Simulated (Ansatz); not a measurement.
For TaAl (model structure, Pm-3m, No. 221, 2 atoms in the cell), PBEsol in Ansatz (plane waves, PAW) gives:

lattice constant a: 3.196 Å
bulk modulus: 162 GPa
cohesive energy: 6.29 eV/atom

Problem. What does r²SCAN in Ansatz (PAW) give for the same quantities?

Solution. 
- lattice constant a: 3.207 Å (increases by 0.3 %)
- bulk modulus: 164 GPa (is nearly the same)
- cohesive energy: 5.71 eV/atom (shrinks by 0.58 eV/atom)

Changes are worked out from the printed values.

Unless a cell is named, each level is at its own relaxed cell (PBEsol 16.32, r²SCAN 16.49 Å³/atom).

Levels without +SOC leave out spin–orbit coupling, which shifts energies and cells of such heavy elements.

Caveats: the bulk modulus is −V dP/dV from two relaxed cells at ±2 % in volume (PBEsol, r²SCAN). Ansatz's density-functional and Hartree–Fock values are scalar-relativistic unless marked +SOC, with PAW data made under PBE.

A model structure was made by putting elements into a prototype or built by hand; it is no filed structure, need not be a known phase, and can be a saddle point held by its symmetry.

Ansatz is an electronic-structure program.
